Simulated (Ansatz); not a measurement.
The parent structure is K$_{2}$S in the anti-fluorite structure (space group Fm-3m, No. 225; a = 7.336 Å). Axes: x, y, z lie along the cube axes.

Calculations: Ansatz (a first-principles code) PBEsol, no SOC.

Base values:

```
Property               Value
-------------------  -------
Smallest direct gap  2.58 eV
```

Now apply this change: tensor shear ε_xy = +1.14 % (engineering shear γ = 0.0228), atoms relaxed at fixed cell.

**Question.** Predict the new energy relative to the base.

**Answer.** The energy goes up by 0.5 meV/atom.

**Question.** What happens to the smallest direct gap?

**Answer.** The smallest direct gap falls by 0.021 eV to 2.55 eV.

The cells carry an imposed strain or load. Stability against distortions was not tested.
